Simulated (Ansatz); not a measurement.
O vacancy (broken-bond start) in corundum (start: the O site; a neighbour pushed 0.95 Å away from the vacancy; 120-site cell, 2×2×2 Γ-centred sampling). Method: PBE, PAW (plane waves to 420 eV; Ansatz, a program for electronic structure). Total energies of the localised charge states, counted from that of charge +2, and their image corrections (point charge with alignment); the host's valence-band maximum lies at 7.358 eV on the cells' energy zero and its gap is 5.85 eV.

| charge | moment (μB) | E − E(first) (eV) | correction (eV) |
|---|---|---|---|
| +2 | not spin-polarised | 0.000 | 0.490 |
| +1 | 1.0 | 10.207 | 0.082 |
| 0 | not spin-polarised | 20.511 | 0.000 |

**Question.** Derive the transition levels above the valence-band maximum and say which of them are thermodynamic.

**Answer.** A level is the Fermi energy at which two charges have equal formation energy: ε(q/q′) = [E(q′) + corr(q′) − E(q) − corr(q)] / (q − q′) − E_VBM.
ε(+2/+1) = [(10.207 + 0.082) − (0.000 + 0.490)] / 1 − 7.358 = 2.44 eV
ε(+1/0) = [(20.511 + 0.000) − (10.207 + 0.082)] / 1 − 7.358 = 2.86 eV
Thermodynamic levels at least 0.1 eV inside the gap: (+2/+1) at 2.44 eV; (+1/0) at 2.86 eV. They hold to tenths of an eV in this cell. Only the charges listed were compared. The geometries come from one start. Flagged in the runs: a host whose relaxation on this sampling wasn't shown to rest.
